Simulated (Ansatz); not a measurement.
**HfSiO₄ (I4₁/amd, No. 141, 12 atoms in the cell; start COD 9000852)**

The numbers are results of PBEsol (plane waves, PAW; Ansatz, a program for electronic structure), not measurements.

Settings: plane-wave cutoff 520 eV, 8×8×8 k mesh, Fermi–Dirac smearing 0.01 eV, scalar-relativistic PAW data made under PBE.

Cell (relaxed at this level):

Space group I4₁/amd, origin choice 1 (No. 141); a = b = 6.583 Å, c = 5.966 Å, α = β = γ = 90.00°

```tsv
atom	site	symmetry	x	y	z
Hf	4a	-4m2	0.0000	0.0000	0.0000
Si	4b	-4m2	0.0000	0.0000	0.5000
O	16h	.m.	0.3152	0.0000	0.0681
```
(The calculation used a cell of 12 atoms; values per cell refer to that cell.)

| Property | Result |
|---|---|
| band gap | 5.38 eV (on the SCF k mesh) |
| direct gap at Γ | 5.78 eV |
| bulk modulus | 227 GPa |

Note: the relaxation could not lower the start's symmetry, so the cell can be a saddle point above a distorted one; the bulk modulus is −V dP/dV from two relaxed cells at ±2 % in volume.

Spin–orbit coupling is not included.
